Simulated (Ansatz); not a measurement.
The starting structures come from a database of crystals and need not be the phases stable at ambient conditions.

The decay constant κ of evanescent states in the gap governs leakage through a thin film.

```
La4N2S3
1.0
    4.08526     0.00000     0.00000
    0.00000    15.65354     0.00000
    0.00000     0.00000     6.70650
La S N
8 6 4
Cartesian
  0.00000  13.21425   1.82745
  0.00000   2.43929   4.87905
  2.04263  10.26606   5.18070
  2.04263   5.38748   1.52580
  2.04263  14.63872   4.83210
  2.04263   1.01482   1.87440
  0.00000   8.84159   1.47885
  0.00000   6.81195   5.22765
  2.04263  10.97845   1.43063
  2.04263   4.67509   5.27587
  0.00000  12.50186   4.78388
  0.00000   3.15168   1.92262
  0.00000   0.00000   0.00000
  2.04263   7.82677   3.35325
  0.00000   9.12977   5.85779
  0.00000   6.52377   0.84871
  2.04263  14.35054   2.50454
  2.04263   1.30300   4.20196
```

Space group of this cell: Pnnm. The cell is taken as given.

Transport runs along the normal of the first two printed cell vectors.

The gap is the functional's own. No spin-orbit coupling. Mid-gap values are interpolated on the energy grid.

**Question.** Estimate the band gap and the smallest decay constant κ at mid-gap that r2SCAN run with Ansatz (a program for electronic structure) returns for this system.

**Answer.** Gap 1.42 eV on a 8×2×6 mesh; κ = 0.262 1/Å, at the zone centre.
